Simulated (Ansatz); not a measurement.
Hypothetical CsCl type AuCl: pressure series

Take AuCl in the CsCl type structure (space group Pm-3m, No. 221; a hypothetical phase, not in the database extracts checked) as the base.

```
AuCl
1.0
    3.39797     0.00000     0.00000
    0.00000     3.39797     0.00000
    0.00000     0.00000     3.39797
Au Cl
1 1
Cartesian
  0.00000   0.00000   0.00000
  1.69899   1.69899   1.69899
```

Cell and atoms are relaxed at each pressure.

Computed with r2SCAN, PAW, 500 eV (Ansatz, a program for electronic structure; scalar-relativistic without spin-orbit coupling).

Two rows of this table had their results exchanged by mistake.

```tsv
pressure	volume per atom (Å³)	shortest distance (Å)	band gap
pressure −2 GPa	18.07	2.863	zero
pressure −1 GPa	19.92	2.958	zero
pressure 3 GPa	18.86	2.904	zero
pressure 7 GPa	20.25	2.974	zero
pressure 15 GPa	16.92	2.801	zero
pressure 30 GPa	15.51	2.721	zero
pressure 50 GPa	14.29	2.648	zero
pressure 75 GPa	13.26	2.583	zero
pressure 100 GPa	12.51	2.533	zero
```

### Question
Which two?

### Answer
The rows for pressure −2 GPa and pressure 7 GPa: the volume has to fall steadily with pressure, so 20.25 Å³ belongs to pressure −2 GPa and 18.07 Å³ to pressure 7 GPa.

Load acts through the strain it causes; cell and atoms are relaxed under it. Stability against distortions was not tested. Competing high-pressure phases were not computed. No Hubbard U is applied, and correlation can decide whether such a compound is a metal. The final runs are not spin-polarised. A zero or small gap of AuCl can be the functional's error rather than a property of the material.
